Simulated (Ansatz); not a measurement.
C (model structure, P4₂/ncm, No. 138, 12 atoms in the cell) was calculated with HSE06 (PAW; Ansatz, a program for electronic structure).

Run with plane-wave cutoff 460 eV, 6×6×4 k mesh (along the axes of the cell as run), Fermi–Dirac smearing 0.01 eV, scalar-relativistic PAW data made under PBE.

Cell (relaxed with PBEsol):

```
CELL_PARAMETERS angstrom
      3.41068     0.00000     0.00000
      0.00000     3.41068     0.00000
      0.00000     0.00000     6.05550
ATOMIC_POSITIONS crystal
  C  0.83210 0.33210 0.35954
  C  0.16790 0.66790 0.35954
  C  0.16790 0.33210 0.85954
  C  0.83210 0.66790 0.85954
  C  0.66790 0.83210 0.64046
  C  0.33210 0.16790 0.64046
  C  0.33210 0.83210 0.14046
  C  0.66790 0.16790 0.14046
  C  0.00000 0.00000 0.50000
  C  0.50000 0.50000 0.00000
  C  0.50000 0.50000 0.50000
  C  0.00000 0.00000 0.00000
```

Q: Predict the band gap and smallest direct gap on the k points sampled.

A: 
band gap: 4.88 eV (indirect)
smallest direct gap on the k points sampled: 6.26 eV

Note: the relaxation could raise the start's symmetry but not lower it, so the cell can be a saddle point; cell and atoms aren't relaxed at this level (largest force component 0.09 eV/Å, pressure -3.3 GPa).

Computed values are for the static lattice.

The result took about 3.0 core-minutes (a rough figure).

A model structure was made by putting elements into a prototype or built by hand; it is no filed structure, need not be a known phase, and can be a saddle point held by its symmetry.
